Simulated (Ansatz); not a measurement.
What isotropic strain +2.00 % does to LiF

Consider LiF in the rock salt structure (space group Fm-3m, No. 225; a = 4.068 Å).

One thing is altered: every lattice vector is stretched by 2.00 %; the atoms relax in the strained cell.

Computed with PBE/PAW in Ansatz (a quantum-chemistry and plane-wave program), without spin-orbit coupling. k-mesh 14×14×14 (Γ-centred); smearing 0.05 eV (Fermi–Dirac).

* **Volume per atom**: 8.93 Å³ (base 8.42 Å³)
* **Space group**: Fm-3m (No. 225) (base Fm-3m (No. 225))
* **Shortest interatomic distance**: 2.075 Å (base 2.034 Å)
* **Energy relative to the base (free energy F)**: +6.0 meV/atom
* **Band gap**: 8.34 eV (an upper bound: an edge found on the path is not a true extremum; the changed cell) (base 8.83 eV)

No phonon test of stability was made.
